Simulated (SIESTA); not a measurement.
## Input and output of a self-consistent single point for ScCu₃ (I4/mmm, 4 atoms in the cell) (SIESTA)

Method: GGA PBEsol, numerical atomic orbitals DZP, PseudoDojo PBEsol standard norm-conserving potentials (rewritten from UPF to PSML) run with SIESTA.

Input as run:

```
# files in the folder: Sc.psml Cu.psml (PseudoDojo PBEsol standard)
SystemName  ScCu3
SystemLabel ScCu3

NumberOfAtoms                4
NumberOfSpecies              2
%block ChemicalSpeciesLabel
  1 21 Sc
  2 29 Cu
%endblock ChemicalSpeciesLabel
LatticeConstant              1.0 Bohr
%block LatticeVectors
    -3.598781204    3.598781204    6.839272224
     3.598781204   -3.598781204    6.839272224
     3.598781204    3.598781204   -6.839272224
%endblock LatticeVectors
AtomicCoordinatesFormat      Ang
%block AtomicCoordinatesAndAtomicSpecies
     0.000000000    0.000000000    0.000000000  1
    -0.000000000    1.904393000    1.809593500  2
     1.904393000    0.000000000    1.809593500  2
     0.000000000    0.000000000    3.619187000  2
%endblock AtomicCoordinatesAndAtomicSpecies

XC.functional                GGA
XC.authors                   PBEsol
PAO.BasisSize                DZP
PAO.EnergyShift              0.005 Ry
MeshCutoff                   400 Ry
%block kgrid.MonkhorstPack
   10   0   0  0.0
    0  10   0  0.0
    0   0  10  0.0
%endblock kgrid.MonkhorstPack
OccupationFunction           FD
ElectronicTemperature        1578.21 K

MaxSCFIterations             150
SCF.Mixer.Method             Broyden
SCF.Mixer.Weight             0.25
SCF.Mixer.History            6
SCF.DM.Tolerance             1.0E-05
Diag.ParallelOverK           true
WriteForces                  true
Charge.Mulliken              end
```

The program printed (abridged):

```
reinit: Reading from file input.fdf

reinit: System Name: ScCu3
reinit: System Label: ScCu3

coor:   Atomic-coordinates input format  =     Cartesian coordinates
coor:                                          (in Angstroms)

siesta: Atomic coordinates (Bohr) and species
siesta:      0.00000   0.00000   0.00000  1        1
siesta:     -0.00000   3.59878   3.41964  2        2
siesta:      3.59878   0.00000   3.41964  2        3
siesta:      0.00000   0.00000   6.83927  2        4

siesta: System type = bulk

initatomlists: Number of atoms, orbitals, and projectors:      4    76    72

siesta: ******************** Simulation parameters ****************************
redata: Spin configuration                          = none
redata: Time-Reversal Symmetry                      = T
redata: Number of Atomic Species                    =        2
redata: Mesh Cutoff                                 =   400.0000 Ry
redata: Net charge of the system                    =     0.0000 |e|
redata: Min. number of SCF Iter                     =        0
redata: Max. number of SCF Iter                     =      150
redata: SCF convergence failure will abort job
redata: SCF mix quantity                            = Hamiltonian
redata: Mix DM or H after convergence               =   F
redata: Recompute H after scf cycle                 =   F
redata: Mix DM in first SCF step                    =   T
redata: No kicks to SCF
redata: DM Mixing Weight for Kicks                  =     0.5000
redata: Require Harris convergence for SCF          =   F
redata: Harris energy tolerance for SCF             =     0.000100 eV
redata: Require DM convergence for SCF              =   T
redata: DM tolerance for SCF                        =     0.000010
redata: Require EDM convergence for SCF             =   F
redata: EDM tolerance for SCF                       =     0.001000 eV
redata: Require H convergence for SCF               =   T
   [... lines left out ...]
diag: Parallel distribution                         =     1 x     1
diag: Used triangular part                          = Lower
diag: Absolute tolerance                            =  0.100E-15
diag: Orthogonalization factor                      =  0.100E-05
diag: Memory factor                                 =  1.0000

superc: Internal auxiliary supercell:     7 x     7 x     9  =     441
superc: Number of atoms, orbitals, and projectors:   1764  33516  31752

                        Single-point calculation

superc: Internal auxiliary supercell:     7 x     7 x     9  =     441
superc: Number of atoms, orbitals, and projectors:   1764  33516  31752

outcell: Unit cell vectors (Ang):
       -1.904393    1.904393    3.619187
        1.904393   -1.904393    3.619187
        1.904393    1.904393   -3.619187

outcell: Cell vector modules (Ang)   :    4.511312    4.511312    4.511312
outcell: Cell angles (23,13,12) (deg):    130.0608    130.0608     73.3096
outcell: Cell volume (Ang**3)        :     52.5030
new_DM -- step:     1
Initializing Density Matrix...

Attempting to read DM from file... Failed...
DM filled with atomic data:

InitMesh: MESH = 50 x 50 x 40 = 100000
InitMesh: Mesh cutoff (required, used) =   400.000   455.750 Ry

stepf: Fermi-Dirac step function
        iscf     Eharris(eV)        E_KS(eV)     FreeEng(eV)     dDmax    Ef(eV) dHmax(eV)
   scf:    1   -15825.512381   -16475.320176   -16475.833563  3.235453 -0.119604 60.282688
   scf:    2   -16575.677104   -16747.305421   -16747.377910  2.897417 -3.378442 27.721473
   scf:    3   -16782.951768   -16766.579021   -16766.656801  1.326577 -3.199677 18.064754
   scf:    4   -16596.464499   -16728.083158   -16728.350201  1.148154 -3.036061 24.862396
   scf:    5   -16750.936667   -16775.013670   -16775.096994  1.107915 -3.344388  9.139963
   scf:    6   -16779.882072   -16777.683266   -16777.772780  0.165882 -3.399800  5.509867
   [... 7 lines left out ...]
   scf:   14   -16779.287477   -16779.287479   -16779.394830  0.000117 -3.529928  0.000562
   scf:   15   -16779.287484   -16779.287481   -16779.394830  0.000051 -3.530060  0.000303
   scf:   16   -16779.287485   -16779.287483   -16779.394830  0.000023 -3.530125  0.000176
   scf:   17   -16779.287485   -16779.287484   -16779.394830  0.000012 -3.530166  0.000104
   scf:   18   -16779.287486   -16779.287485   -16779.394830  0.000008 -3.530186  0.000088
SCF Convergence by DM+H criterion
max |DM_out - DM_in|         :     0.0000084779
max |H_out - H_in|      (eV) :     0.0000879576
SCF cycle converged after 18 iterations

Using DM_out to compute the final energy and forces

siesta: E_KS(eV) =           -16779.2875

siesta: E_KS - E_eggbox =    -16779.2875

siesta: Atomic forces (eV/Ang):
     1   -0.000000   -0.000000   -0.000000
     2    0.000558   -0.000558   -0.000000
     3   -0.000558    0.000558    0.000000
     4    0.000000    0.000000    0.000000
   Tot   -0.000000   -0.000000   -0.000000
   Max    0.000558
   Res    0.000322    sqrt( Sum f_i^2 / 3N )
   Max    0.000558    constrained

Stress tensor Voigt[x,y,z,yz,xz,xy] (kbar):      -27.67      -27.67      -19.23        0.93        0.93       -0.00
(Free)E + p*V (eV/cell)   -16778.5803
Target enthalpy (eV/cell)   -16779.3948

siesta: Program's energy decomposition (eV):
siesta: Ebs     =     -2580.253554
siesta: Eions   =     20995.600833
siesta: Ena     =      1296.060922
siesta: Ekin    =      7550.081046
siesta: Enl     =     -2647.100406
siesta: Eso     =         0.000000
siesta: Edftu   =         0.000000
siesta: DEna    =       114.609498
siesta: DUscf   =         6.280456
siesta: DUext   =         0.000000
siesta: Ex      =     -1982.978935
siesta: Ec      =      -120.639233
siesta: Exc     =     -2103.618168
siesta: Eharris =    -16779.287486
siesta: Etot    =    -16779.287485
siesta: FreeEng =    -16779.394830

siesta: Stress tensor (static) (eV/Ang**3):
siesta:    -0.017270   -0.000001    0.000578
siesta:    -0.000001   -0.017270    0.000578
siesta:     0.000578    0.000578   -0.012003

siesta: Cell volume =         52.503006 Ang**3

siesta: Pressure (static):
siesta:                Solid            Molecule  Units
siesta:           0.00016897          0.00016912  Ry/Bohr**3
siesta:           0.01551422          0.01552772  eV/Ang**3
siesta:          24.85652850         24.87814887  kBar

mulliken: Atomic and Orbital Populations:

Species: Sc
Atom  Qatom  Qorb
               3s      4s      4s      3py     3pz     3px     4py     4pz
               4px     3dxy    3dyz    3dz2    3dxz    3dx2-y2 3dxy    3dyz
               3dz2    3dxz    3dx2-y2
   1 11.903   1.954   0.607   0.124   1.961   1.954   1.961   0.408   0.375
              0.408   0.565   0.732   0.404   0.732   0.673  -0.184  -0.241

             -0.081  -0.241  -0.208

Species: Cu
Atom  Qatom  Qorb
               3s      4s      4s      3py     3pz     3px     4py     4pz
               4px     3dxy    3dyz    3dz2    3dxz    3dx2-y2 3dxy    3dyz
               3dz2    3dxz    3dx2-y2
   2 18.513   1.906  -0.278   0.240   2.001   2.000   2.001   0.361   0.408
              0.361   1.733   1.769   1.786   1.769   1.790   0.148   0.126

              0.129   0.126   0.137
   3 18.513   1.906  -0.278   0.240   2.001   2.000   2.001   0.361   0.408
              0.361   1.733   1.769   1.786   1.769   1.790   0.148   0.126

              0.129   0.126   0.137
   4 19.072   1.913   0.336  -0.046   1.996   1.998   1.996   0.461   0.460
              0.461   1.758   1.741   1.764   1.741   1.771   0.146   0.142

              0.163   0.142   0.127

mulliken: Qtot =       68.000

Mulliken Atomic Populations:
Atom #   charge [q] valence [e]  Species
     1    -0.903196   11.903196  Sc
     2     0.487395   18.512605  Cu
     3     0.487395   18.512605  Cu
     4    -0.071593   19.071593  Cu
 Total    -0.000000
```

The run converged in 18 iterations.

The starting cell comes from a database of computed structures (which also holds hypothetical and non-ambient phases and stackings), without a prior relaxation at this level. Its lattice was rescaled by a random factor within 2.5 % of one. Spin polarisation is off. Values carry the incompleteness of an atom-centred basis.

Cost on one core of a shared machine: roughly 2 min.
